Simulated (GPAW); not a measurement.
GPAW run on MgCd3 (Imm2, 4 atoms in the cell): self-consistent single point.

Computed with LDA (Perdew-Wang 92), GPAW PAW datasets LDA (gpaw-data 1.0.1) (plane waves; GPAW).

```yaml
crystal:
  lattice:
    - [-1.59338, 5.08691, 2.65903]
    - [1.59338, -5.08691, 2.65903]
    - [1.59338, 5.08691, -2.65903]
  atoms:
    - { symbol: Mg, position: [0.66564, 0.66564, 0.00000] }
    - { symbol: Cd, position: [0.16875, 0.66875, 0.50000] }
    - { symbol: Cd, position: [0.74811, 0.99947, 0.74864] }
    - { symbol: Cd, position: [0.25083, 0.99947, 0.25136] }
```

Reference input (self-consistent single point, DFT PBEsol, plane waves, GPAW PAW datasets PBEsol (made by gpaw-setup)): mode = pw; ecut = 800 eV; xc = PBEsol; kpts = 7 7 7; mesh shift (steps) = 0 0 0; occupations.name = fermi-dirac; occupations.width = 0.05 eV; nbands = -10; convergence.forces = 0.001 eV/Å; symmetry.symmorphic = false; symmetry.tolerance = 0.0005; maxiter = 120. This run's input differs from it in these lines:

```diff
@@ -15,3 +15,3 @@
 calc = GPAW(mode=PW(800),
-            xc='PBEsol',
+            xc='LDA',
             kpts=(7, 7, 7),
```

Its files differ too (potentials: GPAW PAW datasets LDA (gpaw-data 1.0.1)).

Log, with long lists cut:

```
     iter     time        total  log10-change:
                         energy   eigst   dens  force
iter:   1 --:--:--    -7.485069
iter:   2 --:--:--    -7.446678   -1.29  -1.46
iter:   3 --:--:--    -7.415616   -1.29  -1.49
iter:   4 --:--:--    -7.376007   -2.72  -2.00
iter:   5 --:--:--    -7.217643   -2.32  -2.03
iter:   6 --:--:--    -7.219973   -4.21  -2.70
iter:   7 --:--:--    -7.215603c  -4.13  -2.71
iter:   8 --:--:--    -7.215274c  -4.31  -3.16
iter:   9 --:--:--    -7.215208c  -6.28  -3.46
iter:  10 --:--:--    -7.215117c  -5.26  -3.52
iter:  11 --:--:--    -7.215119c  -7.13  -3.98
iter:  12 --:--:--    -7.215102c  -6.45  -4.04c
iter:  13 --:--:--    -7.215102c  -7.67c -4.34c
iter:  14 --:--:--    -7.215101c  -7.30  -4.44c
iter:  15 --:--:--    -7.215101c  -9.00c -4.96c -2.61
iter:  16 --:--:--    -7.215101c  -8.69c -5.03c -2.69
iter:  17 --:--:--    -7.215101c  -8.94c -5.21c -3.30c
Converged after 17 iterations.

Dipole moment: (2.462723, -7.862287, 0.586852) |e|*Ang

Energy contributions relative to reference atoms: (reference = -461535.129972)

Kinetic:         +2.695020
Potential:       +2.020984
External:        +0.000000
XC:             -12.153400
Entropy (-ST):   -0.009917
Local:           +0.227253
SIC:             +0.000000
--------------------------
Free energy:     -7.220060
Extrapolated:    -7.215101

Showing only first 2 kpts
 Kpt  Band  Eigenvalues  Occupancy
  0    21      4.81836    2.00000
  0    22      4.93714    2.00000
  0    23      5.19320    2.00000
  0    24      6.05915    1.99951

  1    21      5.85135    1.99999
  1    22      6.45911    1.15531
  1    23      6.67253    0.03759
  1    24      6.95973    0.00012

Fermi level: 6.47477

No gap
No difference between direct/indirect transitions
Energy (eV): -7.215101

Forces in eV/Ang:
  0 Mg    0.00000    0.00000    0.00060
  1 Cd    0.00000    0.00000    0.01896
  2 Cd    0.00000    0.01651   -0.00975
  3 Cd    0.00000   -0.01651   -0.00975

Stress tensor:
     0.040147     0.000000     0.000000
     0.000000     0.022463     0.000000
     0.000000     0.000000     0.025780
Stress (GPa, Voigt): [6.4323 3.5989 4.1305 0.     0.     0.    ]
```

The run converged in 17 iterations. GPAW prints stress with tension positive. Against the reference run the pressure goes from -2.33 to -4.72 GPa and the largest force hardly changes (0.018 to 0.019 eV/Å).

The starting cell comes from a database of computed structures (which also holds hypothetical and non-ambient phases and stackings), without a prior relaxation at this level. Its lattice was rescaled by a random factor within 2.5 % of one. With a pressure of about -5 GPa the cell is away from its equilibrium volume at this level.

Cost on one core of a shared machine: roughly 3 min.
